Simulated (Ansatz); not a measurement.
SrTaNO₂ (Pmc2₁, No. 26, 10 atoms in the cell; start mp-1101327) was calculated with PBE0 in Ansatz (plane waves, PAW).

Numerical settings: plane-wave cutoff 460 eV, 6×4×4 k mesh (along the axes of the cell as run), Fermi–Dirac smearing 0.01 eV, scalar-relativistic PAW data made under PBE.

Cell (relaxed with PBEsol):

```cif
data_N2O4Sr2Ta2
_chemical_formula_sum 'Sr2 Ta2 N2 O4'
_space_group_name_H-M_alt 'Pmc21'
_space_group_IT_number 26
_space_group_name_Hall 'P 2c -2'
_cell_length_a 3.96665
_cell_length_b 5.74182
_cell_length_c 5.74032
_cell_angle_alpha 90.000
_cell_angle_beta 90.000
_cell_angle_gamma 90.000
loop_
_atom_site_label
_atom_site_type_symbol
_atom_site_symmetry_multiplicity
_atom_site_Wyckoff_symbol
_atom_site_fract_x
_atom_site_fract_y
_atom_site_fract_z
_atom_site_occupancy
Sr1 Sr 2 b 0.50000 0.24038 0.01947 1
Ta1 Ta 2 a 0.00000 0.73654 0.01548 1
N1 N 2 a 0.00000 0.51591 0.26313 1
O1 O 2 b 0.50000 0.22680 0.48762 1
O2 O 2 a 0.00000 0.02424 0.21436 1
```

Problem. What does this level give for the band gap and smallest direct gap on the k points sampled?

Solution. 
- band gap: 2.91 eV (on the SCF k mesh)
- smallest direct gap on the k points sampled: 2.94 eV

Note: cell and atoms aren't relaxed at this level (pressure 0.8 GPa).

Spin–orbit coupling is not included.

Static lattice: no zero-point or thermal effects.

A start named mp-… is a Materials Project structure, which need not be a measured phase.

Ansatz is a first-principles code.
